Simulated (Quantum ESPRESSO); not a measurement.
Input and output of a self-consistent single point for TiNbC2 (P1, 4 atoms in the cell) (Quantum ESPRESSO).

Method: PBEsol, SSSP 1.1.2 efficiency (PBE) pseudopotentials (plane waves; Quantum ESPRESSO 7.5).

The change in words: atoms moved at random. Reference geometry:
```
TiNbC2
1.0
    1.56522    -0.90368     5.09669
    0.00000     1.80736     5.09669
   -1.56522    -0.90368     5.09669
Ti Nb C
1 1 2
Direct
  0.50000   0.50000   0.50000
  0.00000   0.00000   0.00000
  0.75243   0.75243   0.75243
  0.24757   0.24757   0.24757
```

Reference input (self-consistent single point, DFT, PBEsol, plane waves, SSSP 1.1.2 efficiency (PBE) pseudopotentials): ecutwfc = 50 Ry; ecutrho = 400 Ry; occupations = smearing; smearing = gauss; degauss = 0.0036749 Ry; input_dft = pbesol; K_POINTS = automatic 8 8 8 0 0 0; conv_thr = 1e-10 Ry. This run's input differs from it in these lines:

```diff
@@ -9,5 +9,3 @@
 &SYSTEM
-  ibrav = 5
-  celldm(1) = 10.2190040126
-  celldm(4) = 0.832443501165
+  ibrav = 0
   nat = 4
@@ -29,8 +27,12 @@
 ATOMIC_POSITIONS {crystal}
-Ti    0.5000000000    0.5000000000    0.5000000000
-Nb    0.0000000000    0.0000000000    0.0000000000
-C     0.7524260000    0.7524260000    0.7524260000
-C     0.2475740000    0.2475740000    0.2475740000
+Ti    0.5092020000    0.4967130000    0.4968510000
+Nb   -0.0012150000    0.0156670000   -0.0177490000
+C     0.7393480000    0.7551510000    0.7643960000
+C     0.2526650000    0.2324700000    0.2565020000
 K_POINTS {automatic}
 8 8 8  0 0 0
+CELL_PARAMETERS {angstrom}
+   1.5652200000     0.9036800000     5.0966930000
+  -1.5652200000     0.9036800000     5.0966930000
+   0.0000000000    -1.8073600000     5.0966930000
```

Output, abridged:

```
     Self-consistent Calculation

     iteration #  1     ecut=    50.00 Ry     beta= 0.70

     negative rho (up, down):  6.099E-04 0.000E+00

     total energy              =    -483.18774220 Ry
     estimated scf accuracy    <       4.10529970 Ry

     iteration #  2     ecut=    50.00 Ry     beta= 0.70

     negative rho (up, down):  9.917E-04 0.000E+00

     total energy              =    -480.76614929 Ry
     estimated scf accuracy    <      34.96488362 Ry

     iteration #  3     ecut=    50.00 Ry     beta= 0.70

     negative rho (up, down):  9.631E-04 0.000E+00

     total energy              =    -485.64305301 Ry
     estimated scf accuracy    <       0.38941380 Ry

   [... 12 blocks of this kind left out ...]

     iteration # 16     ecut=    50.00 Ry     beta= 0.70

     negative rho (up, down):  1.042E-03 0.000E+00

     total energy              =    -485.65073064 Ry
     estimated scf accuracy    <          2.1E-10 Ry

     iteration # 17     ecut=    50.00 Ry     beta= 0.70

     negative rho (up, down):  1.042E-03 0.000E+00
     End of self-consistent calculation

     Number of k-points >= 100: set verbosity='high' to print the bands.

     the Fermi energy is    16.7048 ev

!    total energy              =    -485.65073064 Ry
     estimated scf accuracy    <          3.1E-11 Ry
     smearing contrib. (-TS)   =      -0.00016557 Ry
     internal energy E=F+TS    =    -485.65056507 Ry

     convergence has been achieved in  17 iterations

     negative rho (up, down):  1.042E-03 0.000E+00

     Forces acting on atoms (cartesian axes, Ry/au):

     atom    1 type  1   force =    -0.00440757   -0.01705692   -0.01575944
     atom    2 type  2   force =     0.01015433   -0.02825693    0.02204507
     atom    3 type  3   force =     0.01234839    0.02263652   -0.01476988
     atom    4 type  3   force =    -0.01809516    0.02267732    0.00848425

     Total force =     0.061180     Total SCF correction =     0.000030

     negative rho (up, down):  1.042E-03 0.000E+00
          total   stress  (Ry/bohr**3)                   (kbar)     P=      -84.42
  -0.00061151   0.00002473   0.00003102          -89.96        3.64        4.56
   0.00002473  -0.00057540  -0.00002369            3.64      -84.64       -3.49
   0.00003102  -0.00002369  -0.00053474            4.56       -3.49      -78.66

   JOB DONE.
```

The run converged in 17 iterations. Against the reference run the free energy goes up by 15.7 meV/atom, the pressure goes from -9.00 to -8.44 GPa and the largest force goes from 0.177 to 0.958 eV/Å. The full log also holds: “c_bands:  1 eigenvalues not converged”.

The starting cell comes from a database of computed structures (which also holds hypothetical and non-ambient phases and stackings), without a prior relaxation at this level. For this run, on top of that: atoms moved at random. Spin polarisation is off. With a pressure of about -8 GPa the cell is away from its equilibrium volume at this level.

Cost on one core of a shared machine: roughly 4 min.
